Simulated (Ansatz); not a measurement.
Structures of equal composition on the (111) surface of fcc Ir: a layer of Pt in place of the second plane; a layer of Pt in place of the third plane. The slabs share one bottom face, and each structure is named by its start. These are constructed structures in small cells; real faces may alloy, dewet or reconstruct in larger ones, and not all known structures of the face are among them. Slabs of about 11 Å, Fermi-Dirac smearing of 0.1 eV. Bottom of the slabs: a bare face, its two planes held. Relaxed from the named starts with such symmetry as they have, on meshes of like density; energies extrapolated to zero smearing; spin only where a row says so; no spin-orbit coupling, no U. Brackets mark spin-polarised runs, whose order is one that fits the cell.

Computed with PBE (plane waves to 420 eV, PAW; Ansatz, a program for electronic structure).

Question: Rank these by energy per 1x1 cell (lowest first), as PBE gives it.

Answer: a layer of Pt in place of the third plane (0.000 eV), a layer of Pt in place of the second plane (0.073 eV)
